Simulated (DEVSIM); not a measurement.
System: TaN/AlN/p-GaSb capacitor, at 300 K.

```csv
layer (left to right),material,thickness (nm),Na (cm⁻³)
1,AlN,24.0,-
2,GaSb,18000,5.5e14
```

Metal gate on the left, work function 4.4 eV. Fixed charge at the semiconductor interface -1.9e10 cm⁻² (in units of +e); no interface traps.

Constants are typed, rounded textbook-type inputs, not results; the design itself was drawn at random and stands for no fabricated device. Values at 300 K.

```csv
parameter,AlN,GaSb
gap (eV),6.1,0.726
affinity (eV),1.9,4.06
permittivity,8.5,15.7
Nc (cm⁻³),-,2.1e17
Nv (cm⁻³),-,1.8e19
```

Model (solved in DEVSIM): 1D Poisson equation in equilibrium, Boltzmann statistics, complete ionisation; no quantum confinement or tunnelling. Metal contacts follow the ideal Schottky-Mott rule: no Fermi-level pinning, no interface dipoles.

Task: Tabulate band edges, carrier densities and field at -0.9 V on the gate.

Result: Energies count from the Fermi level of the right contact; mesh points crowd at the junctions.

```csv
x (μm),Ec (eV),Ev (eV),n (cm⁻³),p (cm⁻³),field (V/cm)
0.000,3.400,-2.700,< 1e2,< 1e2,-230000
0.001935,3.355,-2.745,< 1e2,< 1e2,-230000
0.006533,3.247,-2.853,< 1e2,< 1e2,-230000
0.01608,3.023,-3.077,< 1e2,< 1e2,-230000
0.02258,2.871,-3.229,< 1e2,< 1e2,-230000
0.02421,0.675,-0.051,960000,2.5e18,-120000
0.02651,0.653,-0.073,2300000,1.1e18,-79000
0.03709,0.603,-0.123,1.6e7,1.5e17,-30000
0.06224,0.557,-0.169,9.2e7,2.6e16,-12000
0.1281,0.512,-0.214,5.2e8,4.6e15,-4100
0.3140,0.474,-0.252,2.2e9,1.1e15,-960
1.153,0.457,-0.269,4.3e9,5.6e14,-12
3.146,0.457,-0.269,4.4e9,5.5e14,≈ 0
8.369,0.457,-0.269,4.4e9,5.5e14,≈ 0
15.46,0.457,-0.269,4.4e9,5.5e14,≈ 0
17.10,0.457,-0.269,4.4e9,5.5e14,≈ 0
17.68,0.457,-0.269,4.4e9,5.5e14,≈ 0
17.90,0.457,-0.269,4.4e9,5.5e14,≈ 0
17.99,0.457,-0.269,4.4e9,5.5e14,≈ 0
18.01,0.457,-0.269,4.4e9,5.5e14,≈ 0
18.02,0.457,-0.269,4.4e9,5.5e14,≈ 0
18.02,0.457,-0.269,4.4e9,5.5e14,≈ 0
```
